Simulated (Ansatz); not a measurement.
Worked example: relaxation of the atoms of In2Ni3Se2 (R3m, 7 atoms in the cell) in Ansatz (a first-principles code).

Level of theory: LDA (PW92), default PAW files made with PBE (plane waves; Ansatz).

The change in words: one atom moved by 0.15 angstrom; relax: default → atoms; relax.f_tol: default → 0.2 eV/Å. Reference geometry:
```
In2Ni3Se2
1.0
    2.72363     1.57249     4.74104
   -2.72363     1.57249     4.74104
    0.00000    -3.14498     4.74104
In Ni Se
2 3 2
Cartesian
  0.00000   0.00000   0.00000
  0.00000   0.00000   7.11157
  0.00000  -1.57249   2.37052
  1.36182   0.78625   2.37052
 -1.36182   0.78625   2.37052
  0.00000   0.00000   4.02216
  0.00000   0.00000  10.20097
```

Reference input (self-consistent single point, DFT, LDA (PW92), plane waves, default PAW files made with PBE): basis.ecutwfc = 30.9 Ry; kpoints.mp_grid.grid = 6 6 6; hamiltonian.xc = lda; hamiltonian.pseudopotentials = {kind: paw} (the program's default PAW files); scf.occupations.method = fermi_dirac; scf.occupations.width = 0.0073 Ry. This run's input differs from it in these lines:

```diff
@@ -7,3 +7,3 @@
   atoms:
-    - { symbol: In, position: [0.00000000, 0.00000000, 0.00000000] }
+    - { symbol: In, position: [0.01054600, 0.01054600, 0.01054600] }
     - { symbol: In, position: [0.50000000, 0.50000000, 0.50000000] }
@@ -27,2 +27,4 @@
     width: 0.0073 Ry
+relax:
+  f_tol: 0.2
 output:
```

Log, with long lists cut:

```
   [... SCF lines of the steps left out ...]
relax step   1: F+E_penalty+E_count = -39003.34938734 eV  Δ(F+E_penalty+E_count) = +0.000e0 eV  max|allowed force component| = 5.126e-1 eV/Å  Δτ_max = 0.0000 Å  (6 SCF iters, dr2 threshold 1.00e-4 eV, accepted)
relax step   2: F+E_penalty+E_count = -39003.39232342 eV  Δ(F+E_penalty+E_count) = -4.294e-2 eV  max|allowed force component| = 1.715e-1 eV/Å  Δτ_max = 0.0901 Å  (8 SCF iters, accepted)
the relaxation is at rest under the 6 symmetry operations that the run kept from its start: a minimum is not shown …
Free energy (F): -39003.392323 eV
Internal energy: -39003.264854 eV  (E = F + TS)
E sigma→0 (E₀):  -39003.328588 eV
Entropy (-TS):   -0.127470 eV (-18.210 meV/atom)
Fermi energy:    12.768337 eV
--- Forces (eV/Å), atoms counted from 1 ---
  atom   1  In     0.00000000     0.00000001    -0.15855822
  atom   2  In     0.00000000     0.00000000    -0.02026516
  atom   3  Ni    -0.00000000    -0.03115609     0.05581467
  atom   4  Ni     0.02698196     0.01557804     0.05581467
  atom   5  Ni    -0.02698196     0.01557804     0.05581467
   [... lines left out ...]
    - { symbol: Ni, position: [0.4997200072263763, 0.0010905861708938591, 0.0010905861708938869] }
    - { symbol: Ni, position: [0.0010905861708938591, 0.4997200072263763, 0.0010905861708938869] }
    - { symbol: Se, position: [0.2826388836851821, 0.2826388836851821, 0.28263888368518214] }
    - { symbol: Se, position: [0.7194571509816995, 0.7194571509816995, 0.7194571509816995] }
```

The run converged. 

Summary of the result:
* **Free energy E − TS (on the zero of these files)**: -39003.3923 eV
* **Fermi level (on the code's own zero)**: 12.77 eV
* **Pressure**: -6.44 GPa
* **Largest force (vector length)**: 0.171 eV/Å
* **Relaxation steps**: 2

The starting cell comes from a database of computed structures (which also holds hypothetical and non-ambient phases and stackings), without a prior relaxation at this level. Its lattice was rescaled by up to half a per cent. For this run, on top of that: one atom moved by 0.15 angstrom. Spin polarisation is off, so a magnetic state, if there is one, cannot be reached. The relaxation keeps the symmetry of its start, so its end need not be a minimum. Ansatz's pressure includes its estimate of the finite-basis (Pulay) stress.

Cost on one core of a shared machine: roughly 60 s.

Keys are those of Ansatz 0.2.
